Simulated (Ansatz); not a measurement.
Start from GeS in the GeS type structure (space group Pnma, No. 62; a = 10.6609 Å, b = 3.6812 Å, c = 4.3557 Å; layered, stacked along the Cartesian x axis). Axes: x, y, z lie along a, b, c of the conventional cell.

The values are results of plane-wave PAW DFT at the PBE-D3(BJ) level (Ansatz, a program for electronic structure, 420 eV), no SOC, not measurements.

Now apply this change: the cell is stretched by 2.26 % along z with no lateral relaxation; the atoms relax in the strained cell.

**Question.** Predict the stress tensor and what it implies for the stiffness.

**Answer.** Stress of the strained cell less that of the base (GPa, compression positive):
```
  -0.79    0.00    0.00
   0.00   -1.33    0.00
   0.00    0.00   -1.36
```

Then −Δσ_ii/ε with ε = 0.0226 gives secant stiffness values (nonlinear terms included at this strain): C33 ≈ 60 GPa, C13 ≈ 35 GPa and C23 ≈ 59 GPa.

No phonon test of stability was made. The program warned that a D3 coordination switch lies within reach, so dispersion energies are less smooth here.
